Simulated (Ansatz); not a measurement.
Consider HgTe in the zinc blende structure (space group F-43m, No. 216; a = 6.5102 Å).

Level of theory: PBEsol, PAW, 420 eV (Ansatz, an electronic-structure program; no spin-orbit coupling).

Before the change:

| Property | Result |
|---|---|
| Lattice parameter a | 6.510 Å |
| Band gap | zero |

Now apply this change: full substitution Te → S, then cell and atoms are relaxed.

Tabulated Pauling electronegativity and covalent radius: Te 2.10, 1.38 Å; S 2.58, 1.05 Å.

### Question
What does the calculation give for the lattice parameter a and band gap after the change?

### Answer
The lattice parameter a decreases by 0.634 Å to 5.876 Å; the band gap stays zero.

Spin-orbit coupling, missing from the scalar runs, can matter with Hg and Te. Stability against distortions was not tested. The final runs are not spin-polarised. A zero or small gap of HgS and HgTe can be the functional's error rather than a property of the material.
